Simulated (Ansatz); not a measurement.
An Ansatz (an electronic-structure program) input (PBE (Ansatz, PAW, without spin-orbit coupling)):

Ansatz 0.2 input:
```yaml
crystal:
  lattice:
    - [2.8049762695, 0, 0]
    - [-1.4024881347, 2.4291807064, 0]
    - [0, 0, 2.731775058]
  atoms:
    - { symbol: W, position: [0, 0, 0] }
    - { symbol: C, position: [0.6666666667, 0.3333333333, 0.5] }
basis: { ecutwfc: 420, ecutrho_ratio: 4, xc_grid: 2, fft_grid_basis: typed }
kpoints: { mp_grid: { grid: [23, 23, 20] } }
hamiltonian:
  xc: pbe
  dispersion: none
  pseudopotentials: { kind: paw }
scf: { occupations: { method: fermi_dirac, width: 0.1 }, convergence: { dr2_threshold: 0.0000000002 } }
relax: { f_tol: 0.005, max_steps: 50 }
output: { forces: true, stress: true }
checkpoint: { write: state.ck, write_every: 1000 }
```

Problem. Which symmetry and how many k-points will the program report, and about how many plane waves at Γ?

Solution. Space group P-6m2 (ITA 187) with 12 operations, k-points 616 of 10580, and 381 plane waves at Γ.

Problem. And the final pressure?

Solution. 61.56 GPa (compression positive).

The cells carry an imposed strain or load. Whether these cells are dynamically stable was not tested. The final runs are not spin-polarised. The cell was made from WC (space group P-6m2, No. 187) by this change: isotropic strain −4.02 %.
